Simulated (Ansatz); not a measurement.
## A computed series for hypothetical CdI2 type SiO2: response to strain

Base system: SiO2 in the CdI2 type structure (space group P-3m1, No. 164; a = 2.670 Å, c = 4.509 Å; a hypothetical phase, not in the database extracts checked; layered, stacked along the Cartesian z axis). Axes: x lies along a and z along c of the hexagonal cell.

Strains are applied to the cell and any free atomic positions relax; under biaxial strain the out-of-plane vector relaxes too.

Levels (all Ansatz, a quantum-chemistry and plane-wave program, PAW): PBEsol-D3(BJ) (420 eV, no SOC); HSE06 (420 eV, no SOC); r2SCAN (500 eV, no SOC).

Band gaps by level, all at the geometries relaxed with PBEsol-D3(BJ):

```csv
case,PBEsol-D3(BJ),r2SCAN,HSE06
base,6.28 eV,–,8.35 eV
"biaxial strain −1.20 %, plane normal [001], relaxed out of plane",6.70 eV,–,8.80 eV
"biaxial strain +0.94 %, plane normal [001], relaxed out of plane",5.95 eV,–,8.00 eV
isotropic strain +1.20 %,5.89 eV,6.81 eV,7.94 eV
uniaxial strain ε_xx = −2.07 %,6.62 eV,7.58 eV,8.72 eV
uniaxial strain ε_xx = +1.82 %,5.95 eV,6.87 eV,8.01 eV
```

Single points use the geometry relaxed with PBEsol-D3(BJ). The hybrid gap comes from the SCF mesh plus the semilocal run's edge points and a few special points and is an upper bound. Whether these cells are dynamically stable was not tested.
